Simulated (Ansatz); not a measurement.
Functionals compared on the (311) surface of fcc Ir in its 1x1 cell, outermost plane spacing 1.17 Å in the ideal cut, in Ansatz (plane waves, PAW). The structure was relaxed with PBE; the other rows are single points on it, each with its references at the same level. Cutoff 420 eV (500 eV for r2SCAN).

Model: 10-atom slab, 10.5 Å thick at the start, 14x8x1 mesh, Fermi-Dirac 0.1 eV, dipole correction, all atoms relaxed; held to the part of the start's symmetry that mesh and held atoms allow; no spin, no spin-orbit, no U. These notes are the PBE run's.

```
functional  surface energy (J/m²)  work function of the top face (eV)           rough cost of the single point
----------  ---------------------  ----------------------------------  ---------------------------------------
PBE                          2.88                                5.30                                        –
LDA                          3.50                                5.65                 roughly 110 core-seconds
PBEsol                       3.34                                5.41  about 2.3 core-minutes (a rough figure)
RPBE                         2.63                                5.14          around 2.0 core-minutes (rough)
r2SCAN                       3.15                                5.35            around 4 core-minutes (rough)
```

Ansatz is a quantum-chemistry and plane-wave program.
